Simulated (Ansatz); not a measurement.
Consider Hf in the diamond structure (space group Fd-3m, No. 227; a = 6.545 Å; a hypothetical phase, not in the database extracts checked).

Structures relaxed with Ansatz (a quantum-chemistry and plane-wave program) PBE, no SOC.

Base:

Simulated powder pattern, Cu Kα, λ = 1.54184 Å (kinematic, ideal powder, no thermal factors, no anomalous dispersion; the 14 strongest lines at most, above 2 %, up to 2θ = 90°):

```tsv
2θ (°)	I/Imax (%)	hkl
23.55	100	(111)
38.92	85	(220)
45.99	53	(311)
56.22	15	(400)
61.79	23	(331)
70.49	31	(422)
75.48	17	(511)
83.57	9.9	(440)
88.36	18	(531)
```

One thing is altered: a hydrostatic pressure of 3 GPa.

### Question
Predict the new powder pattern.

### Answer

Simulated powder pattern, Cu Kα, λ = 1.54184 Å (kinematic, ideal powder, no thermal factors, no anomalous dispersion; the 14 strongest lines at most, above 2 %, up to 2θ = 90°):

```csv
2θ (°),I/Imax (%),hkl
24.29,100,(111)
40.19,84,(220)
47.51,52,(311)
58.14,15,(400)
63.94,22,(331)
73.03,30,(422)
78.27,17,(511)
86.80,9.9,(440)
```

The indices refer to the base's conventional cell; one index is shown for lines that coincide.

Load acts through the strain it causes; cell and atoms are relaxed under it. No phonon test of stability was made. The final runs are not spin-polarised. Hf has a high density of states at the Fermi level and may be magnetic at this level.
